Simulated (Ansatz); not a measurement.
Consider Si-vacancy pair (Si on one host Ga site, one Ga site vacant) in wurtzite GaN, charge state -2. Method: PBE, PAW (plane waves to 420 eV; Ansatz, an electronic-structure program).

Settings: 72 host sites, the relaxed PBE lattice, one k-point at (0.125, 0.250, 0.250), smearing 0.01 eV, spin-restricted, no image-charge correction. Energies are static. The charge state is imposed; whether it is stable for some Fermi level was not computed. Forms of the defect that were not tried may lie lower. The start lies 0.12 eV above the lowest site run (PBE).

Barriers: single points on a 2×2×2 k-point mesh shifted by half a step along c at the bands' geometries (they differ from the bands' own by up to 0.06 eV, and are uncertain by about as much).

The step: a nearby Ga atom hops onto the vacant site (Si-vacancy distance between ideal sites 3.21 → 5.57 Å). Atoms about the jump, Cartesian Å from the middle of the jump, before and after:

| atom | x0 | y0 | z0 | x1 | y1 | z1 |
|---|---|---|---|---|---|---|
| Ga1 | 0.77 | 1.34 | 0.02 | -0.77 | -1.34 | -0.02 |
| N2 | -0.80 | 0.58 | -0.66 | -0.91 | 0.40 | -0.67 |
| N3 | 0.91 | -2.39 | -0.65 | 0.82 | -2.34 | -0.62 |
| N4 | -0.78 | -1.41 | 2.18 | -0.80 | -1.42 | 1.97 |
| N5 | 2.43 | 0.45 | -0.61 | 2.53 | 0.39 | -0.66 |
| N6 | 0.82 | 1.38 | 2.02 | 0.82 | 1.37 | 2.22 |
| Ga7 | 2.37 | -1.43 | 0.02 | 2.42 | -1.34 | 0.02 |
| Ga8 | -0.79 | 0.40 | 2.62 | -0.76 | 0.46 | 2.62 |
| N9 | 2.44 | -1.41 | 2.01 | 2.43 | -1.42 | 2.01 |
| Ga10 | -0.82 | 0.42 | -2.52 | -0.79 | 0.47 | -2.53 |
| Si11 | -2.43 | -2.35 | -2.58 | -2.39 | -2.35 | -2.57 |

Task: Give the saddle-point geometry and the barrier.

Result: 
```tsv
atom	x	y	z
Ga1	0.29	-0.24	0.27
N2	-1.01	0.55	-0.73
N3	0.89	-2.21	-0.56
N4	-0.68	-1.30	2.01
N5	2.35	0.30	-0.56
N6	0.78	1.22	2.05
Ga7	2.61	-1.52	0.03
Ga8	-0.83	0.47	2.77
N9	2.51	-1.46	2.03
Ga10	-0.86	0.46	-2.57
Si11	-2.42	-2.35	-2.57
```
It lies 2.12 eV above the start and 1.56 eV above the end. The saddle point's order was not checked.
